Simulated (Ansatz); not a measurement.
Here is the system:

```xyz
2
Lattice="3.6992 0.0000 0.0000 0.0000 3.6992 0.0000 1.8496 -1.8496 2.5216" Properties=species:S:1:pos:R:3 pbc="T T T"
Be     0.0000     0.0000     0.0000
Se     3.6992     1.8496     1.2608
```

No spin polarisation.

Calculations: PBEsol (Ansatz, a quantum-chemistry and plane-wave program, PAW, no spin-orbit coupling). Settings: 11×11×11 k-points, 0.05 eV Fermi–Dirac smearing.

Predict the space group.

I-4m2 (No. 119).

What pressure (mean of the normal stresses, compression positive) does the calculation give?

-17.5 kbar.

The cells carry an imposed strain or load. Whether these cells are dynamically stable was not tested. The cell was made from BeSe in the zinc blende structure (space group F-43m, No. 216) by this change: biaxial strain +2.00 %, plane normal [001], relaxed out of plane.
